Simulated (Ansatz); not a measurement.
NbP: response to strain

The parent structure is NbP (space group I4_1md, No. 109; a = 3.347 Å, c = 11.430 Å; relaxed with 0.1 eV smearing). Axes: x, y, z lie along a, b, c of the conventional cell.

Strains are applied to the cell and any free atomic positions relax; under biaxial strain the out-of-plane vector relaxes too.

The values are results of PBE (Ansatz, a program for electronic structure), spin-orbit coupling left out, earlier PAW set, not measurements.

Notes on the quantities. energy relative to the base: free energy F; pressure: mean of the normal stresses, compression positive.

```csv
variant,energy relative to the base,volume per atom,pressure
base,0 meV/atom,16.00 Å³,0.0 GPa
"biaxial strain −4.04 %, plane normal [001], relaxed out of plane",+61 meV/atom,15.38 Å³,10.2 GPa
"biaxial strain +3.28 %, plane normal [001], relaxed out of plane",+38 meV/atom,16.62 Å³,-7.4 GPa
uniaxial strain ε_zz = +5.52 %,+37 meV/atom,16.89 Å³,-8.1 GPa
```

No phonon test of stability was made. The final runs are not spin-polarised.
